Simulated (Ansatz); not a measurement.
## CsCl-type FeAl

Method: HSE06 (Ansatz, a first-principles code, PAW).

Run with plane-wave cutoff 460 eV, 10×10×10 k mesh, Fermi–Dirac smearing 0.05 eV, no spin polarisation, scalar-relativistic PAW data made under PBE.

Cell (relaxed at this level):

```yaml
crystal:
  lattice:
    - [2.83902, 0.00000, 0.00000]
    - [0.00000, 2.83902, 0.00000]
    - [0.00000, 0.00000, 2.83902]
  atoms:
    - { symbol: Al, position: [0.50000, 0.50000, 0.50000] }
    - { symbol: Fe, position: [0.00000, 0.00000, 0.00000] }
```

```
Quantity                                      Value
------------------------------------------  -------
bulk modulus                                193 GPa
pressure derivative B′ of the bulk modulus      4.2
```

Measured, for comparison: bulk modulus 152 GPa (room temperature, not corrected to a static lattice; as tabulated in Yamada et al. (2019), arXiv:1910.09660). Computed (rounded) less measured: bulk modulus +27 %.

Note: the run has no spin polarisation, so it can have missed a magnetic state.

Static lattice: no zero-point or thermal effects.

Cost on a shared machine: roughly 15 core-minutes.
